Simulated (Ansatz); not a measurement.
Input:

```xyz
2
Lattice="0.0000 2.9637 2.9637 2.9637 0.0000 2.9637 2.9637 2.9637 0.0000" Properties=species:S:1:pos:R:3 pbc="T T T"
S      4.4455     4.4455     4.4455
Cd     0.0000     0.0000     0.0000
```

No spin polarisation.

The values are results of Kohn–Sham DFT with the PBE functional, run in Ansatz (a program for electronic structure) with PAW and 420 eV plane waves, no spin-orbit coupling, earlier PAW set, not measurements. Γ-centred 10×10×10 mesh, Fermi–Dirac width 0.05 eV.

**Question.** Predict the space group.

**Answer.** F-43m (No. 216).

**Question.** What electron mass does the calculation give?

**Answer.** 0.12 mₑ (at Γ).

**Question.** Estimate the gap character.

**Answer.** Direct at Γ.

**Question.** What band gap does the calculation give?

**Answer.** 1.04 eV.

Masses are band curvatures over ±0.01 Å⁻¹ around the edge. No phonon test of stability was made. The cell was made from CdSe by this change: Se → S.
